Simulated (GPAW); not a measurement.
Band structure of AlGaN₂ (P3m1, 4 atoms in the cell).

```
AlGaN2
1.0
    3.09527     0.00000     0.00000
   -1.54764     2.68058     0.00000
    0.00000     0.00000     5.01585
Al Ga N
1 1 2
Direct
  0.00000   0.00000   0.99926
  0.66667   0.33333   0.49717
  0.66667   0.33333   0.11180
  0.00000   0.00000   0.62816
```

Computed with PBEsol, GPAW PAW datasets PBEsol (made by gpaw-setup) (plane waves; GPAW).

Settings: mode = pw; ecut = 950 eV; xc = PBEsol; kpts = 8 8 5; mesh shift (steps) = 0 0 0; occupations.name = fermi-dirac; occupations.width = 0 eV; nbands = -6; convergence.density = 1e-05 e/electron; convergence.bands = -4; symmetry.symmorphic = false; symmetry.tolerance = 0.0005; maxiter = 120; bandpath_npoints = 40.

The starting cell comes from a database of computed structures (which also holds hypothetical and non-ambient phases and stackings), without a prior relaxation at this level. Its lattice was rescaled by a random factor within 2.5 % of one.

### Question
Predict the gap along the standard path and the places of the band edges.

### Answer
The gap along the path is 3.28 eV, direct at Γ to within 0.01 eV.

Levels in eV from the top of the valence band on the SCF mesh, bands 5 to 12:
| point | 5 | 6 | 7 | 8 | 9 | 10 | 11 | 12 |
|---|---|---|---|---|---|---|---|---|
| Γ | -1.13 | -0.11 | 0.00 | 0.00 | 3.28 | 5.92 | 10.01 | 10.84 |
| M | -4.04 | -2.56 | -2.23 | -0.89 | 5.28 | 5.99 | 7.13 | 10.11 |
| K | -4.14 | -3.05 | -2.80 | -2.79 | 4.88 | 8.47 | 8.83 | 8.98 |
| A | -0.92 | -0.92 | -0.23 | -0.23 | 5.33 | 6.00 | 9.28 | 9.94 |
| L | -2.01 | -1.90 | -1.72 | -1.51 | 4.64 | 5.18 | 8.10 | 9.25 |
| H | -4.47 | -4.23 | -1.32 | -1.15 | 6.90 | 7.00 | 7.44 | 7.78 |
